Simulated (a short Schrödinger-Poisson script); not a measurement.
**Symmetric double-gate stack, Si3N4 on p-type Ge(100)**

System: symmetric double-gate stack, Si3N4 on p-type Ge(100), at 77 K.

```
layer  material  thickness (nm)  Na (cm⁻³)
-----  --------  --------------  ---------
1         Si3N4             5.1          -
2            Ge              10       7e17
3         Si3N4             5.1          -
```

The device is made up for the run: typed textbook-type constants, with dimensions and the other settings drawn at random. Si3N4: permittivity 7.5, conduction-band edge (eV) 1.9, gap (eV) 5.1, electron mass (mₑ) 0.5. Ge: permittivity 16, conduction-band edge (eV) 0, gap (eV) 0.664, Nv at 300 K (cm⁻³) 6e18.

Channel valleys (confinement mass, in-plane density-of-states mass, number): L4 0.12, 0.295, 4. At the gates, both at one voltage, the conduction-band edge of layer 1 lies 2.05 eV − eVg above the Fermi level of the channel. Gaps are held at their typed values at every temperature. Mesh 0.03 nm at interfaces.

Solved with a short Schrödinger-Poisson script written for these runs: 1D Poisson equation in equilibrium, electrons quantum, Hartree (BenDaniel-Duke, 12 states a valley, the channel's in-plane mass for all, wave functions free to enter the dielectric), parabolic valleys, classical holes, full ionisation, no traps, pinning or gate leakage.

```csv
Vg (V),electrons (cm⁻²),C (μF/cm²),L4 E0 (meV),L4 E1 (meV)
0.2,4.80e10,0.767,28.0,95.9
0.3,1.08e12,1.94,6.2,70.1
0.4,2.32e12,2.03,-0.2,59.2
0.5,3.61e12,2.08,-4.6,50.5
0.6,4.91e12,2.11,-8.3,42.9
0.7,6.24e12,2.13,-11.5,36.0
0.8,7.57e12,2.15,-14.6,29.6
0.9,8.92e12,2.18,-17.5,23.8
1,1.03e13,2.20,-20.2,18.4
1.1,1.17e13,2.22,-22.6,13.5
1.2,1.31e13,2.25,-24.8,9.1
1.3,1.45e13,2.27,-26.8,5.3
1.4,1.59e13,2.29,-28.5,2.0
1.5,1.73e13,2.30,-29.9,-1.0
1.6,1.88e13,2.31,-31.3,-3.7
```

Gate voltages with under 1e6 electrons/cm² are left out.

Subbands count from the Fermi level. The capacitance is that of both gates.

Only the L valleys are kept; under strong confinement the Δ valleys of Ge fill too.
